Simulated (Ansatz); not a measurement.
MgO (Pm-3n, No. 223, 12 atoms in the cell; start mp-1101930; a measured phase of this formula has another space group) was calculated with HSE06 (Ansatz, a program for electronic structure, PAW).

Run with plane-wave cutoff 460 eV, 4×4×4 k mesh, Fermi–Dirac smearing 0.01 eV, scalar-relativistic PAW data made under PBE.

Cell (relaxed with PBEsol):

```
CELL_PARAMETERS angstrom
      5.59042     0.00000     0.00000
      0.00000     5.59042     0.00000
      0.00000     0.00000     5.59042
ATOMIC_POSITIONS crystal
  Mg 0.25000 0.00000 0.50000
  Mg 0.75000 0.00000 0.50000
  Mg 0.50000 0.75000 0.00000
  Mg 0.50000 0.25000 0.00000
  Mg 0.00000 0.50000 0.75000
  Mg 0.00000 0.50000 0.25000
  O  0.25000 0.50000 0.00000
  O  0.75000 0.50000 0.00000
  O  0.00000 0.75000 0.50000
  O  0.00000 0.25000 0.50000
  O  0.50000 0.00000 0.75000
  O  0.50000 0.00000 0.25000
```

Question: Give the computed band gap.

Answer: 
- band gap = 4.49 eV (on the SCF k mesh) (direct)

Note: cell and atoms aren't relaxed at this level (pressure -0.8 GPa).

Computed values are for the static lattice.

A start named mp-… is a Materials Project structure, which need not be a measured phase.
